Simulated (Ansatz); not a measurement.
We consider rock-salt LuN, described by BLYP in Ansatz (PAW).

Settings: plane-wave cutoff 520 eV, 20×20×20 k mesh, Fermi–Dirac smearing 0.05 eV, scalar-relativistic PAW data made under PBE.

The cell is scaled about its equilibrium volume:

| V (Å³/atom) | P (GPa) | smallest gap on the k mesh (eV) |
|---|---|---|
| 13.116 | 11.40 | 0.000 |
| 13.395 | 7.21 | 0.021 |
| 13.674 | 3.42 | 0.092 |
| 13.953 | 0.01 | 0.157 |
| 14.232 | -3.08 | 0.218 |
| 14.511 | -5.87 | 0.274 |
| 14.790 | -8.39 | 0.326 |

Spin–orbit coupling is not included; it can close the smallest gap of 0.16 eV.

Ansatz is a program for electronic structure.
